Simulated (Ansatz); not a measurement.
Results of PBEsol (Ansatz, a program for electronic structure, PAW) for FeI3 (model structure, started from the ReO3 type, Pm-3m, No. 221, 4 atoms in the cell).

Output (set-up and result lines):

```
Crystal: 4 atoms, lattice volume = 155.649 Å³
Basis set: ecut = 520 eV, 4169 PW (Γ), exchange–correlation on 90×90×90 points (8 copies of the dense FFT grid, shifted against one another)
Bands: 43, of which v1, the nominal top of the filled ones, is band 34 counted from 1 (33 counted from 0)
Symmetry: 48 space group operations
Space group: Pm-3m (ITA 221), of the structure as read, at distance tolerance 5.4e-5 Å
k-points: 56 of 1000
Initial density: superposition of atomic densities (chi_scale 0.1, normalization cell, long waves kept (reshape's long-wave potential 0.01 eV rms))
Functional: x = pbesol(κ = 0.804, μ = 0.12345679012345678), c = pbesol(β = 0.046)
SCF 1 converged in 18 iterations: F = -26745.107318 eV  dr2 = 2.81e-12
SCF converged after 18 iterations
Magnetization: 3.8942 μB (35.4471 up, 31.5529 down)
Free energy (F): -26745.107318 eV
Internal energy: -26745.062396 eV  (E = F + TS)
E sigma→0 (E₀):  -26745.084857 eV
Fermi energy:    4.931737 eV
--- Forces (eV/Å), atoms counted from 1 ---
  atom   1  Fe    -0.00000000     0.00000000     0.00000000
  atom   2  I     -0.00000000    -0.00000000     0.00000000
  atom   3  I      0.00000000     0.00000000     0.00000000
  atom   4  I      0.00000000     0.00000000     0.00000000
--- Stress (GPa, compression-positive) ---
        0.003413       0.000000       0.000000
        0.000000       0.003413       0.000000
        0.000000       0.000000       0.003413
  P = ⅓ Tr σ = 0.0034 GPa (0.034 kbar)
```

Write an input file that could have produced this run (the log leaves some choices open).

Several could match; the one computed here: 
Ansatz 0.2 input:
```yaml
crystal:
  lattice:
    - [5.379170643, 0.0, 0.0]
    - [0.0, 5.379170643, 0.0]
    - [0.0, 0.0, 5.379170643]
  atoms:
    - { symbol: Fe, position: [0.0, 0.0, 0.0], spin: 4.0 }
    - { symbol: I, position: [0.5, 0.0, 0.0], spin: 0.0 }
    - { symbol: I, position: [0.0, 0.0, 0.5], spin: 0.0 }
    - { symbol: I, position: [0.0, 0.5, 0.0], spin: 0.0 }
basis:
  ecutwfc: 520
  ecutrho_ratio: 4
  xc_grid: 2
kpoints:
  mp_grid: { grid: [10, 10, 10] }
hamiltonian:
  xc: pbesol
  dispersion: none
  pseudopotentials: { kind: paw }
scf:
  occupations: { method: fermi_dirac, width: 0.05 }
  convergence: { dr2_threshold: 0.0000000004 }
output:
  forces: true
  stress: true
  eigenvalues: true
magnetization:
  spin_polarized: true
```

The PAW data were made under PBE.

The run is spin-polarised with parallel starting moments, which need not be the measured order.

Note: the magnetic order was assumed, not searched for or taken from measurement. Note: the relaxation could raise the start's symmetry but not lower it, so the cell can be a saddle point. Note: functionals without U or exact exchange can leave correlated insulators metallic, so the missing gap need not be real.

A model structure was made by putting elements into a prototype or built by hand; it is no filed structure, need not be a known phase, and can be a saddle point held by its symmetry.
